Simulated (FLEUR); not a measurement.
Band structure of MgSc (Pm-3m, 2 atoms in the cell).

```
MgSc
1.0
    3.66694     0.00000     0.00000
    0.00000     3.66694     0.00000
    0.00000     0.00000     3.66694
Mg Sc
1 1
Cartesian
  0.00000   0.00000   0.00000
  1.83347   1.83347   1.83347
```

Level of theory: LDA (Perdew-Zunger), all-electron FLAPW (FLEUR), scalar-relativistic valence.

Settings: Kmax = 3.8 1/bohr; GmaxXC = 11.4 1/bohr; xcFunctional = pz; jspins = 1; l_soc = F; mode = hist; fermiSmearingEnergy = 0.00367493 Htr; mesh (inpgen div1-3) = 12 12 12; inpgen gamma flag = true; Gmax = 11.4 1/bohr; numbands = 0; maxIterBroyd = 40; imix = Anderson; alpha = 0.05.

The starting cell comes from a database of computed structures (which also holds hypothetical and non-ambient phases and stackings), without a prior relaxation at this level. Its lattice was rescaled by a random factor within 2.5 % of one. Values depend on the basis (sphere radii, cutoffs, local orbitals), which need not be converged.

Levels in eV from the Fermi level, bands 8 to 15:
```csv
point,8,9,10,11,12,13,14,15
Γ,-28.29,-5.78,-0.10,-0.10,2.16,2.16,2.16,4.87
X,-28.28,-3.04,-2.96,0.44,1.15,1.15,2.28,2.96
M,-28.28,-2.12,-0.43,-0.30,-0.30,1.44,1.44,2.79
R,-28.34,-0.91,-0.91,-0.91,2.76,2.83,2.83,2.83
```
